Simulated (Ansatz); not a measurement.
The parent structure is GaSb in the zinc blende structure (space group F-43m, No. 216; a = 6.132 Å).

Modification: a negative pressure, −1 GPa.

Levels (all Ansatz, a quantum-chemistry and plane-wave program, PAW): r2SCAN (500 eV, no SOC); HSE06 (420 eV, no spin-orbit coupling).

The geometry is relaxed with r2SCAN.

* **r2SCAN lowest conduction level above the VBM at special points**: Γ 0.26 eV; L 0.64 eV; X 1.16 eV

Task: What does HSE06 give at this geometry for the lowest conduction level above the VBM at special points?

Result: The lowest conduction level above the VBM at special points changes from Γ 0.26 eV; L 0.64 eV; X 1.16 eV to Γ 0.61 eV; L 0.95 eV; X 1.46 eV.

Single points use the geometry relaxed with r2SCAN. Their cutoffs differ, which shifts pressures a little. The levels and masses belong to the bands next to the band gap. Load acts through the strain it causes; cell and atoms are relaxed under it. No phonon test of stability was made.
